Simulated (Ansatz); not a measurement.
## wurtzite ZnO: the defect Si on the Zn site (Si_Zn)

Calculation: PBE, PAW (plane waves to 420 eV; Ansatz, an electronic-structure program). The supercell holds 96 host sites (3×2×2 repeats of a cell of 8 atoms), with a 2×2×2 shifted k-point sampling for the final energies. Site at the start: the Zn site. Charged cells carry a point-charge image correction with potential alignment at far atoms. Dielectric constants: PBE linear response of the host. Host gap at this level: 0.74 eV. Finite-size and sampling errors can reach tenths of an eV here. PBE underestimates the host's gap, which shifts levels and can delocalise carriers. Spin–orbit coupling is left out. Each state is the lowest found from its start.

Formation energies E_f are given with the Fermi level at the valence-band maximum. Chemical conditions: O-rich (Δμ(Zn) = -2.85 eV, Δμ(Si) = -8.35 eV, bounded by alpha cristobalite; only phases computed here count, gases as isolated molecules at 0 K); Zn-rich (Δμ(Zn) = 0.00 eV, Δμ(Si) = -2.66 eV, bounded by alpha cristobalite; only phases computed here count, gases as isolated molecules at 0 K). Reference phases: Si: silicon, Zn: hcp Zn.

Charges with a result: +2, +1, 0, −1. Others weren't obtained, and one of them could lie lower, also by skipping a charge.

```tsv
charge	moment (μB)	largest move off a lattice site (Å)	image correction with alignment (eV)	E_f, O-rich (eV)	E_f, Zn-rich (eV)
+2	not spin-polarised	0.32	0.62	0.79	-2.06
+1*	quenched	0.32	–	–	–
0*	not spin-polarised	0.32	–	–	–
−1*	quenched	0.33	–	–	–
```

* At this level the carrier isn't localised at the defect: at charge +1 electrons occupy the conduction band; at charge 0 electrons occupy the conduction band; at charge −1 electrons occupy the conduction band. Such a state is shallow or no state of the defect, and this cell gives it no level.

Starting moments that weren't kept: charge +1 began with 1 μB and ended with 0.0; charge −1 began with 1 μB and ended with 0.0.

Flagged in the runs: a doubtful potential alignment, a host whose relaxation on this sampling wasn't shown to rest.
